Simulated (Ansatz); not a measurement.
The starting structures come from a database of crystals and need not be the phases stable at ambient conditions.

Inside the gap of an insulator the Bloch states are evanescent, with a wavenumber k + iκ along the transport direction.

```
CELL_PARAMETERS angstrom
      7.33273     0.00000     0.00000
      3.03223     6.67642     0.00000
      2.15025    -3.33821    12.01599
ATOMIC_POSITIONS crystal
  Ge 0.25683 0.24317 0.50000
  Ge 0.00683 0.99317 0.00000
  Ge 0.23341 0.51167 0.77956
  Ge 0.26789 0.98703 0.22044
  Ge 0.73833 0.01659 0.27956
  Ge 0.26297 0.98211 0.72044
  Se 0.01967 0.54205 0.65254
  Se 0.11049 0.32779 0.34746
  Se 0.70795 0.23033 0.15254
  Se 0.92221 0.13951 0.84746
  Se 0.59832 0.22404 0.46824
  Se 0.24420 0.93344 0.53176
  Se 0.02596 0.65168 0.96824
  Se 0.31656 0.00580 0.03176
  Se 0.46845 0.15517 0.76192
  Se 0.60675 0.76963 0.23808
  Se 0.09483 0.78155 0.26192
  Se 0.48037 0.64325 0.73808
```

Space group of this cell: Fdd2. The cell is taken as given; by PBEsol its mean pressure is -1.9 GPa.

Transport runs along the normal of the first two printed cell vectors.

No gap correction and no spin-orbit coupling; mid-gap values are interpolated between computed energies.

Task: Give the band gap and the smallest decay constant κ at mid-gap that PBEsol in Ansatz (an electronic-structure program) yields.

Result: Gap 1.29 eV on a 6×6×6 mesh; κ = 0.164 1/Å, at the zone centre.
